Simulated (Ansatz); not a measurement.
Relaxation of the outer planes of the (11-20) surface of bulk 2H WSe2 in its 1x1 cell (cut with top plane 4 Se + 2 W, bottom plane 4 Se + 2 W), outermost plane spacing 1.64 Å in the ideal cut.

Method: PBE with D3(BJ) dispersion (plane waves to 420 eV, PAW; Ansatz, a program for electronic structure).

Set-up: 48 atoms, Se32W16, 11.5 Å thick at the start; mesh 5x2x1; 0.025 eV smearing; dipole correction on; all atoms relaxed; symmetry of the start imposed; no spin (no spin-polarised run to compare, though such a face may carry moments), no spin-orbit, no U. Its gap by band count is narrow, 0.07 eV on this mesh, and the smearing reaches across it.

```json
[
 {"plane": "1", "atoms": "2 W + 4 Se", "bulk spacing to the next (Å)": "1.639", "relaxed spacing (Å)": "[?]", "change (%)": "[?]", "rumpling (Å)": "[?]"},
 {"plane": "2", "atoms": "4 Se + 2 W", "bulk spacing to the next (Å)": "1.639", "relaxed spacing (Å)": "1.639", "change (%)": "0.0", "rumpling (Å)": "0.13 (W outermost)"}
]
```

Question: Some entries are withheld; supply them.

Answer: 
- 1, relaxed spacing (Å): 1.557
- 1, change (%): -5.0
- 1, rumpling (Å): 0.58 (Se outermost)
